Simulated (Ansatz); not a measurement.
# How far PBE and PBEsol part for ZrN, isotropic strain −1.10 %

Base system: ZrN in the rock salt structure (space group Fm-3m, No. 225; a = 4.595 Å; relaxed with 0.1 eV smearing).

(Cell as relaxed with PBE.)

Levels (all Ansatz, an electronic-structure program, PAW): PBE (420 eV, no spin-orbit coupling); PBEsol (420 eV, spin-orbit coupling left out).

Each level relaxes its own structure.

| base | PBE | PBEsol |
|---|---|---|
| volume per atom | 12.13 Å³ | 11.79 Å³ |
| lattice parameter a | 4.595 Å | 4.553 Å |
| band gap | zero | zero |

One thing is altered: an isotropic linear strain of −1.10 %, atoms relaxed at fixed cell.

| quantity | PBE | PBEsol |
|---|---|---|
| pressure | 8.9 GPa | 9.6 GPa |
| energy relative to the base (free energy F) | +11 meV/atom | +11 meV/atom |

PBE's pressure lies 0.7 GPa below PBEsol's; the two agree on the energy relative to the base. Neither level is exact; PBEsol is the comparison here, not a measurement.

Whether these cells are dynamically stable was not tested. The final runs are not spin-polarised. An odd electron count without spin: ZrN.
